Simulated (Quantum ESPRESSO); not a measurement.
Input and output of a relaxation of the atoms for LaSi2Ag2 (I4mm, 5 atoms in the cell) (Quantum ESPRESSO).

Computed with LDA (PZ), GBRV 1.5 ultrasoft (LDA) pseudopotentials (plane waves; Quantum ESPRESSO).

Input as run:

```fortran
&CONTROL
  calculation = 'relax',
  prefix = 'run',
  outdir = './tmp',
  pseudo_dir = './',
  forc_conv_thr = 7.8e-03,
/
&SYSTEM
  ibrav = 7,
  A = 4.326454000,
  C = 10.712054000,
  nat = 5,
  ntyp = 3,
  ecutwfc = 40,
  ecutrho = 320,
  occupations = 'smearing',
  smearing = 'fermi-dirac',
  degauss = 0.0073499,
/
&ELECTRONS
  conv_thr = 1e-10,
/
&IONS
/
ATOMIC_SPECIES
La   138.9055  la_lda_v1.uspp.F.UPF
Si    28.0850  si_lda_v1.uspp.F.UPF
Ag   107.8682  ag_lda_v1.4.uspp.F.UPF
ATOMIC_POSITIONS {crystal}
La    0.000000000    0.014003000    0.014003000
Si    0.000000000    0.609610000    0.609610000
Si    0.000000000    0.390390000    0.390390000
Ag   -0.500000000    0.750000000    0.250000000
Ag   -0.500000000    0.250000000    0.750000000
K_POINTS {automatic}
5 5 5  0 0 0
```

The program printed (abridged):

```
     Self-consistent Calculation

     iteration #  1     ecut=    40.00 Ry     beta= 0.70

     negative rho (up, down):  2.875E-03 0.000E+00

     total energy              =    -706.94531579 Ry
     estimated scf accuracy    <       8.37532987 Ry

     iteration #  2     ecut=    40.00 Ry     beta= 0.70

     negative rho (up, down):  1.245E-02 0.000E+00

     total energy              =    -710.80329909 Ry
     estimated scf accuracy    <      22.61345571 Ry

     iteration #  3     ecut=    40.00 Ry     beta= 0.70

     negative rho (up, down):  2.603E-02 0.000E+00

     total energy              =    -713.09137866 Ry
     estimated scf accuracy    <       1.65919807 Ry

   [... 9 blocks of this kind left out ...]

     iteration # 13     ecut=    40.00 Ry     beta= 0.70

     negative rho (up, down):  6.305E-02 0.000E+00

     total energy              =    -713.07216934 Ry
     estimated scf accuracy    <          9.3E-10 Ry

     iteration # 14     ecut=    40.00 Ry     beta= 0.70

     negative rho (up, down):  6.305E-02 0.000E+00
     End of self-consistent calculation

     the Fermi energy is    12.6868 ev

!    total energy              =    -713.07216934 Ry
     estimated scf accuracy    <          2.5E-11 Ry
     smearing contrib. (-TS)   =      -0.00402005 Ry
     internal energy E=F+TS    =    -713.06814928 Ry

     convergence has been achieved in  14 iterations

     negative rho (up, down):  6.305E-02 0.000E+00

     Forces acting on atoms (cartesian axes, Ry/au):

     atom    1 type  1   force =     0.00000000    0.00000000   -0.02578357
     atom    2 type  2   force =     0.00000000    0.00000000    0.01709009
     atom    3 type  2   force =    -0.00000000    0.00000000   -0.01213414
     atom    4 type  3   force =     0.00000000    0.00000000    0.01041381
     atom    5 type  3   force =    -0.00000000    0.00000000    0.01041381

   [... lines left out ...]
     Total force =     0.036346     Total SCF correction =     0.000015
     the Fermi energy is    12.6877 ev
!    total energy              =    -713.07636898 Ry
     Total force =     0.006305     Total SCF correction =     0.000003
     bfgs converged in   7 scf cycles and   6 bfgs steps
     Final energy             =    -713.0763689822 Ry
   [... lines left out ...]
Begin final coordinates

ATOMIC_POSITIONS (crystal)
La               0.0000000000        0.0035488284        0.0035488284
Si               0.0000000000        0.6142345082        0.6142345082
Si               0.0000000000        0.3892630716        0.3892630716
Ag              -0.5000000000        0.7534782959        0.2534782959
Ag              -0.5000000000        0.2534782959        0.7534782959
End final coordinates

   JOB DONE.
```

The run converged.  The full log also holds: “WARNING: bfgs curvature condition failed, Theta= 0.995”.

Summary of the result:
| Item | Value |
|---|---|
| Free energy E − TS | -9701.8982 eV |
| Fermi level (on the code's own zero) | 12.69 eV |
| Largest force (vector length) | 0.144 eV/Å |
| Relaxation steps | 6 |

The starting cell comes from a database of computed structures (which also holds hypothetical and non-ambient phases and stackings), without a prior relaxation at this level. Its lattice was rescaled by up to half a per cent. For this run, on top of that: one atom moved by 0.15 angstrom. The relaxation keeps the symmetry of its start, so its end need not be a minimum.

Cost on one core of a shared machine: roughly 8 min.
